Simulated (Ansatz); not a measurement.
System: CsCl-type FeAl. Method: PBE (Ansatz, a quantum-chemistry and plane-wave program, PAW).

Numerical settings: plane-wave cutoff 520 eV, 22×22×22 k mesh, Fermi–Dirac smearing 0.032 eV (set by the program), no spin polarisation, scalar-relativistic PAW data made under PBE.

Computed at the level's own relaxed cell.

Elastic tensor (GPa, Voigt notation, ions relaxed):

```
  266.6   136.6   136.6     0.0     0.0     0.0
  136.6   266.6   136.6     0.0     0.0     0.0
  136.6   136.6   266.6     0.0     0.0     0.0
    0.0     0.0     0.0   146.8     0.0     0.0
    0.0     0.0     0.0     0.0   146.8     0.0
    0.0     0.0     0.0     0.0     0.0   146.8
```

Worked from these constants: the tetragonal shear constant is C′ = (C11 − C12)/2 = 65.0 GPa against C44 = 146.8 GPa, so the tetragonal shear is the softer. The Zener ratio C44/C′ is 2.26 (1 for an isotropic solid), and the Cauchy pressure C12 − C44 is -10.2 GPa. With C11 + 2C12 = 539.8 GPa all three Born conditions hold; they don't test modes at the zone boundary.

Computed values are for the static lattice.
